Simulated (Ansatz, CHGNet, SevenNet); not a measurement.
**ZnSe (model structure, started from the WC type, P-6m2, No. 187, 2 atoms in the cell): properties by level of theory**

```csv
level (code),lattice constant a (Å),lattice parameter c (Å)
CHGNet-r²SCAN,3.686,3.249
SevenNet-0,3.733,3.302
PBE (Ansatz),3.754,3.312
PBEsol (Ansatz),3.666,3.271
```

Ansatz's density-functional and Hartree–Fock values are scalar-relativistic unless marked +SOC, with PAW data made under PBE.

A model structure was made by putting elements into a prototype or built by hand; it is no filed structure, need not be a known phase, and can be a saddle point held by its symmetry.

Ansatz is an electronic-structure program.
